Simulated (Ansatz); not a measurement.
The starting structures come from a database of crystals and need not be the phases stable at ambient conditions.

Inside the gap of an insulator the Bloch states are evanescent, with a wavenumber k + iκ along the transport direction.

Input:

```
Sr2WZnO6
1.0
    5.73651     0.00000     0.00000
   -0.01327     8.04336     0.00000
    0.00000     0.00000     5.67528
Sr Zn W O
4 2 2 12
Cartesian
  0.00950   6.03228   5.60207
  5.71375   2.01108   0.07321
  2.83886   6.03277   2.76443
  2.88439   2.01060   2.91085
  2.86162   4.02168   0.00000
  0.00000   0.00000   2.83764
 -0.00663   4.02168   2.83764
  2.86825   0.00000   0.00000
  1.25386   4.26081   1.36485
  4.46939   3.78255   4.31043
  1.59450   7.80424   4.20249
  4.12875   0.23913   1.47279
  1.47316   4.26266   4.08961
  4.25008   3.78070   1.58567
  1.37520   7.80239   1.25197
  4.34805   0.24098   4.42331
  5.39852   5.94421   2.86761
  0.32472   2.09916   2.80767
  3.18635   6.12084   0.02997
  2.53690   1.92253   5.64531
```

Space group of this cell: P2_1/c. The cell is taken as given; by r2SCAN its mean pressure is -8.2 GPa.

Transport runs along the normal of the first two printed cell vectors.

The gap is the functional's own. No spin-orbit coupling. Mid-gap values are interpolated on the energy grid.

State the band gap and the smallest decay constant κ at mid-gap according to Ansatz (a quantum-chemistry and plane-wave program) with r2SCAN.

Gap 3.30 eV on a 6×4×6 mesh; κ = 0.318 1/Å, at (0.500, 0.500) of the in-plane reciprocal vectors. At the zone centre, at the nearest computed energy, the slowest state has κ = 0.35 1/Å.
